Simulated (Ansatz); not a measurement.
Consider Ru in the hcp (Mg type) structure (space group P6_3/mmc, No. 194; a = 2.706 Å, c = 4.265 Å; relaxed with 0.1 eV smearing). Axes: x lies along a and z along c of the hexagonal cell.

The values are results of r2SCAN in Ansatz (plane waves to 500 eV, PAW, no spin-orbit coupling), earlier PAW set, not measurements.

One thing is altered: the cell is stretched by 5.75 % along x with no lateral relaxation, atoms relaxed at fixed cell.

Task: Predict the stress tensor and what it implies for the stiffness.

Result: Stress of the strained cell less that of the base (GPa, compression positive):
```
  -26.5     0.0     0.0
    0.0    -9.9     0.0
    0.0     0.0    -9.6
```

Then −Δσ_ii/ε with ε = 0.0575 gives secant stiffness values (nonlinear terms included at this strain): C11 ≈ 461 GPa, C12 ≈ 172 GPa and C13 ≈ 167 GPa.

As a check, the harmonic strain energy −½ V₀ Δσ:ε is 64 meV/atom; the computed energy rise is 71 meV/atom.

Whether these cells are dynamically stable was not tested. The final runs are not spin-polarised.

Ansatz is an electronic-structure program.
